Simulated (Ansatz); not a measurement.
## TaGe2 (model structure, started from the Al2Cu type, I4/mcm, No. 140, 6 atoms in the cell): equilibrium lattice constant a by level of theory

No measured value is used here.

```json
[
 {"level (code)": "PBE (Ansatz)", "value (Å)": "___"},
 {"level (code)": "PBEsol (Ansatz)", "value (Å)": "6.271"},
 {"level (code)": "PBE-D3(BJ) (Ansatz)", "value (Å)": "6.278"}
]
```

Question: Complete the blanks.

Answer: 
- PBE (Ansatz, a first-principles code), value (Å): 6.352

Density-functional levels without +SOC have no spin–orbit coupling. Ansatz's density-functional and Hartree–Fock values are scalar-relativistic unless marked +SOC, with PAW data made under PBE.

A model structure was made by putting elements into a prototype or built by hand; it is no filed structure, need not be a known phase, and can be a saddle point held by its symmetry.
